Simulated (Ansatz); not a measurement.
# A computed series for ZnCu: response to strain

Base system: ZnCu in the CsCl type structure (space group Pm-3m, No. 221; relaxed with 0.1 eV smearing).

```xyz
2
Lattice="2.9085 0.0000 0.0000 0.0000 2.9085 0.0000 0.0000 0.0000 2.9085" Properties=species:S:1:pos:R:3 pbc="T T T"
Zn     1.4542     1.4542     1.4542
Cu     0.0000     0.0000     0.0000
```

Cartesian axes are those of the cell as printed.

Strains are applied to the cell and any free atomic positions relax; under biaxial strain the out-of-plane vector relaxes too.

Computed with Kohn–Sham DFT with the PBEsol functional, run in Ansatz (a first-principles code) with PAW and 420 eV plane waves, no SOC.

Notes on the quantities. energy relative to the base: free energy F.

| biaxial strain, plane normal [111], relaxed out of plane (%) | energy relative to the base (meV/atom) |
|---|---|
| 0 | 0.0 |
| 0.42 | 0.4 |
| 0.83 | ? |
| 1.25 | 3.6 |
| 1.67 | 6.3 |
| 2.08 | 9.6 |
| 2.5 | 13.7 |

Question: Fit ΔE = Aε² + Bε³ (ε in %) to the rows shown and predict the withheld row.

Answer: Least squares on the printed values gives A = 2.39 and B = -0.081 meV/atom (largest residual 0.0 meV/atom); this predicts 1.6 meV/atom, and the run gives 1.6 meV/atom, in agreement.

No phonon test of stability was made. The final runs are not spin-polarised.
